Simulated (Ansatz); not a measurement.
The parent structure is MoTe2 (space group Fm-3m, No. 225; a = 6.565 Å; a hypothetical phase, not in the database extracts checked; relaxed with 0.1 eV smearing). Axes: x, y, z lie along the cube axes.

Method: PBEsol (Ansatz, a first-principles code), without spin-orbit coupling, earlier PAW set.

The change: the cell is compressed by 3.77 % along z with no lateral relaxation, atoms relaxed at fixed cell.

Task: Predict the stress tensor and what it implies for the stiffness.

Result: Stress of the strained cell less that of the base (GPa, compression positive):
```
    3.6     0.0     0.0
    0.0     3.6     0.0
    0.0     0.0     5.5
```

Then −Δσ_ii/ε with ε = -0.0377 gives secant stiffness values (nonlinear terms included at this strain): C33 ≈ 146 GPa, C13 ≈ 95 GPa and C23 ≈ 95 GPa.

As a check, the harmonic strain energy −½ V₀ Δσ:ε is 15 meV/atom; the computed energy rise is 15 meV/atom.

Stability against distortions was not tested. The final runs are not spin-polarised. MoTe2 has a high density of states at the Fermi level and may be magnetic at this level.
